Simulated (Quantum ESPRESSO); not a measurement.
A self-consistent single point of a (001) slab of MgS (cut from a parent of space group no. 225; 4 atoms in the cell) with Quantum ESPRESSO.

Method: LDA (PZ), GBRV 1.5 ultrasoft (LDA) pseudopotentials (plane waves; Quantum ESPRESSO 7.5).

The change in words: vacuum of 10 angstrom (first run: 14 Å). Reference geometry:
```xyz
4
Lattice="3.6880 0.0000 0.0000 0.0000 3.6880 0.0000 0.0000 0.0000 16.6078" Properties=species:S:1:pos:R:3 pbc="T T T"
Mg     0.0000     0.0000     9.6078
Mg    -1.8440     1.8440     7.0000
S     -1.8440     1.8440     9.6078
S      0.0000     0.0000     7.0000
```

Reference input (self-consistent single point, DFT, LDA (PZ), plane waves, GBRV 1.5 ultrasoft (LDA) pseudopotentials): ecutwfc = 40 Ry; ecutrho = 200 Ry; occupations = smearing; smearing = fd; degauss = 0.0036749 Ry; potentials = {Mg: mg_lda_v1.4.uspp.F.UPF, S: s_lda_v1.4.uspp.F.UPF}; K_POINTS = automatic 4 4 1 0 0 0; conv_thr = 1e-09 Ry; mixing_beta = 0.4. This run's input differs from it in these lines:

```diff
@@ -11,3 +11,3 @@
    celldm(1) = 6.969283491,
-   celldm(3) = 4.50322045691,
+   celldm(3) = 3.41862062383,
    nat = 4,
@@ -28,6 +28,6 @@
 ATOMIC_POSITIONS angstrom
-Mg    0.000000000    0.000000000    9.607819693
-Mg   -1.843993000    1.843993000    6.999994307
-S    -1.843993000    1.843993000    9.607819693
-S     0.000000000    0.000000000    6.999994307
+Mg    0.000000000    0.000000000    7.607826369
+Mg   -1.843993000    1.843993000    4.999998631
+S    -1.843993000    1.843993000    7.607826369
+S     0.000000000    0.000000000    4.999998631
 K_POINTS automatic
```

The program printed (abridged):

```
     Self-consistent Calculation

     iteration #  1     ecut=    40.00 Ry     beta= 0.40

     negative rho (up, down):  7.137E-05 0.000E+00

     total energy              =    -298.61482976 Ry
     estimated scf accuracy    <       0.43457634 Ry

     iteration #  2     ecut=    40.00 Ry     beta= 0.40

     negative rho (up, down):  3.360E-05 0.000E+00

     total energy              =    -298.66040649 Ry
     estimated scf accuracy    <       0.03935320 Ry

     iteration #  3     ecut=    40.00 Ry     beta= 0.40

     negative rho (up, down):  1.799E-05 0.000E+00

     total energy              =    -298.66204726 Ry
     estimated scf accuracy    <       0.00685991 Ry

   [... 9 blocks of this kind left out ...]

     iteration # 13     ecut=    40.00 Ry     beta= 0.40

     negative rho (up, down):  2.558E-06 0.000E+00

     total energy              =    -298.66264484 Ry
     estimated scf accuracy    <          6.7E-09 Ry

     iteration # 14     ecut=    40.00 Ry     beta= 0.40

     negative rho (up, down):  2.505E-06 0.000E+00
     End of self-consistent calculation

     the Fermi energy is     0.6499 ev

!    total energy              =    -298.66264484 Ry
     estimated scf accuracy    <          1.5E-11 Ry
     smearing contrib. (-TS)   =      -0.00000000 Ry
     internal energy E=F+TS    =    -298.66264484 Ry

     convergence has been achieved in  14 iterations

     negative rho (up, down):  2.505E-06 0.000E+00

     Forces acting on atoms (cartesian axes, Ry/au):

     atom    1 type  1   force =     0.00000000    0.00000000   -0.03136414
     atom    2 type  1   force =     0.00000000    0.00000000    0.03136414
     atom    3 type  2   force =     0.00000000    0.00000000    0.01081817
     atom    4 type  2   force =     0.00000000    0.00000000   -0.01081817

     Total force =     0.046920     Total SCF correction =     0.000017

     negative rho (up, down):  2.505E-06 0.000E+00
          total   stress  (Ry/bohr**3)                   (kbar)     P=      -30.55
  -0.00026768   0.00000000   0.00000000          -39.38        0.00        0.00
   0.00000000  -0.00026768   0.00000000            0.00      -39.38        0.00
   0.00000000   0.00000000  -0.00008773            0.00        0.00      -12.91

   JOB DONE.
```

The run converged in 14 iterations. Against the reference run the free energy is nearly the same (within 1 meV/atom), the largest force stays at 0.806 eV/Å and the gap on the mesh goes from 2.683 to 2.664 eV.

The starting cell has typed, rounded lattice constants, without a prior relaxation at this level. The slab is cut from that crystal, and its faces are unrelaxed. Its lattice was rescaled by up to half a per cent. Spin polarisation is off, though cut faces can carry moments; a gap of a slab can lie between surface states.
